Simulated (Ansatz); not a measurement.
A self-consistent single point of a (001) slab of Sb (cut from a parent of space group no. 221; 4 atoms in the cell) with Ansatz (a first-principles code).

Method: PBEsol, default PAW files made with PBE (plane waves; Ansatz).

```
CELL_PARAMETERS angstrom
      3.07409     0.00000     0.00000
      0.00000     3.07409     0.00000
      0.00000     0.00000    23.22219
ATOMIC_POSITIONS crystal
  Sb 0.00000 0.00000 0.30144
  Sb 0.00000 0.00000 0.43381
  Sb 0.00000 0.00000 0.56619
  Sb 0.00000 0.00000 0.69856
```

Reference input (self-consistent single point, DFT, PBEsol, plane waves, default PAW files made with PBE): basis.ecutwfc = 420 eV; kpoints.mp_grid.grid = 10 10 1; hamiltonian.xc = pbesol; hamiltonian.pseudopotentials = {kind: paw} (the program's default PAW files); scf.occupations.method = gaussian; scf.occupations.width = 0.1 eV. This run's input differs from it in these lines:

Ansatz 0.2 input:
```diff
@@ -12,3 +12,3 @@
 basis:
-  ecutwfc: 420.0
+  ecutwfc: 630.0
 kpoints:
```

Output, abridged:

```
SCF iter   1: F=—  HF=-25631.812534 eV  |F-HF|=—  |Δ(HF+E_count)|=         —  Δρ=2.56e-3  dr2=2.44e-1  ethr=1.77e-3  ⟨swp⟩=8.3  Hψ=3384  notcnv=0
all-band conjugate gradients solve this SCF's bands
preconditioner: auto → LDOS
SCF iter   2: F=—  HF=-25631.792817 eV  |F-HF|=—  |Δ(HF+E_count)|=   1.97e-2  Δρ=1.20e-3  dr2=2.09e-2  ethr=4.07e-4  ⟨swp⟩=2.3  Hψ=1016  notcnv=0  defer=24
   [... lines left out ...]
SCF iter   4: F=—  HF=-25631.790839 eV  |F-HF|=—  |Δ(HF+E_count)|=   1.92e-4  Δρ=9.80e-5  dr2=3.42e-5  ethr=1.81e-6  ⟨swp⟩=2.0  Hψ=1341  notcnv=0  defer=24
SCF iter   5: F=—  HF=-25631.790785 eV  |F-HF|=—  |Δ(HF+E_count)|=   5.38e-5  Δρ=2.51e-5  dr2=1.93e-6  ethr=5.71e-8  ⟨swp⟩=3.0  Hψ=1476  notcnv=0  defer=16
SCF iter   6: F=—  HF=-25631.790785 eV  |F-HF|=—  |Δ(HF+E_count)|=   1.94e-7  Δρ=6.23e-6  dr2=1.41e-7  ethr=3.22e-9  ⟨swp⟩=2.0  Hψ=1346  notcnv=0  defer=15
SCF iter   7: F=-25631.790785 eV  HF=-25631.790785 eV  |F-HF|=1.20e-8  |Δ(HF+E_count)|=   5.61e-9  Δρ=2.35e-6  dr2=2.08e-8  ethr=1.67e-10  ⟨swp⟩=10.5  Hψ=3478  notcnv=0
SCF 1 converged in 7 iterations: F = -25631.790785 eV  dr2 = 2.08e-8
Free energy (F): -25631.790785 eV
Internal energy: -25631.779728 eV  (E = F + TS)
E sigma→0 (E₀):  -25631.785257 eV
Entropy (-TS):   -0.011057 eV (-2.764 meV/atom)
Fermi energy:    3.307532 eV
--- Forces (eV/Å), atoms counted from 1 ---
  atom   1  Sb     0.00000000     0.00000000     0.38764893
  atom   2  Sb     0.00000000     0.00000000    -0.46246293
  atom   3  Sb     0.00000000     0.00000000     0.46246293
  atom   4  Sb     0.00000000     0.00000000    -0.38764893
--- Stress (GPa, compression-positive) ---
       -1.047557       0.000000       0.000000
        0.000000      -1.047557       0.000000
        0.000000       0.000000      -1.572261
  P = ⅓ Tr σ = -1.2225 GPa (-12.225 kbar)
  The stress holds the Pulay correction. Without it, at fixed plane waves, as pw.x and ABINIT print it: P = -1.2241 GPa
```

The run converged in 7 iterations. Against the reference run the free energy drops by 1.5 meV/atom and the largest force stays at 0.462 eV/Å.

The starting cell comes from a database of computed structures (which also holds hypothetical and non-ambient phases and stackings), without a prior relaxation at this level. The slab is cut from that crystal, and its faces are unrelaxed. Its lattice was rescaled by up to half a per cent. Spin-orbit coupling is off.
